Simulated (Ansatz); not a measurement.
Base system: CdS in the wurtzite structure (space group P6_3mc, No. 186; a = 4.124 Å, c = 6.708 Å). Axes: x lies along a and z along c of the hexagonal cell.

Calculations: PBEsol (Ansatz, a first-principles code), scalar-relativistic without spin-orbit coupling.

Before the change:

| Property | Result |
|---|---|
| Valence-band top at Γ | 0.00, 0.00, -0.05 eV |
| Pressure | 0.00 GPa |
| Gap character | direct at Γ |

Modification: biaxial strain +0.60 %, plane normal [001], relaxed out of plane (Cartesian); in-plane vectors clamped, the third vector and the atoms free.

Question: What happens to the valence-band top at Γ, pressure and gap character?

Answer: The valence-band top at Γ (three highest levels, from the VBM) becomes 0.00, 0.00, -0.01 eV (base: 0.00, 0.00, -0.05 eV); the pressure (mean of the normal stresses, compression positive) goes from zero to -0.38 GPa; the gap character stays direct at Γ.

Stability against distortions was not tested.
